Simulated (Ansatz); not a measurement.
The parent structure is NbAs (space group I4_1md, No. 109; a = 3.458 Å, c = 11.764 Å).

Calculations: DFT with r2SCAN, PAW potentials and a 500 eV plane-wave cutoff in Ansatz (a program for electronic structure), no spin-orbit coupling.

One change was made to it. Results:

| quantity | base | after |
|---|---|---|
| c/a ratio | 3.402 | 3.310 |
| density | 7.92 g/cm³ | 9.06 g/cm³ |

Name the change that was made.
A. pressure 4.2 GPa
B. pressure 30 GPa
C. pressure 1.8 GPa
D. pressure 9 GPa

B, pressure 30 GPa. For comparison, the c/a ratio in the other runs: pressure 1.8 GPa gives 3.395; pressure 4.2 GPa gives 3.387; pressure 9 GPa gives 3.372.

Load acts through the strain it causes; cell and atoms are relaxed under it. Stability against distortions was not tested. Competing high-pressure phases were not computed. All final runs are without spin polarisation.
